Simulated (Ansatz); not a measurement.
The boundary is one mirror-built cell; no search for the lowest one was made.

System: Σ11 (113) symmetric tilt boundary in fcc Co, with one C atom a cell (10.3 Å²) in the boundary; relaxed on a coarser mesh with the in-plane cell held.

Zero-bias coherent transport, averaged over 0.1 eV about the Fermi level.

Values are means of three energies within 0.05 eV of the Fermi level, on a potential converged at a Fermi-Dirac width of 0.05 eV. Resistances leave out the leads' Sharvin resistance. Spin-orbit coupling is left out.

Q: Predict the specific resistance of the junction and the share of channels that pass from PBE run with Ansatz (a first-principles code).

A: AR = 0.53 × 10⁻¹⁵ Ω m²; 51 % of the channels of the narrower lead pass. Spin up passes 0.87 and spin down 1.4 channels a cell.
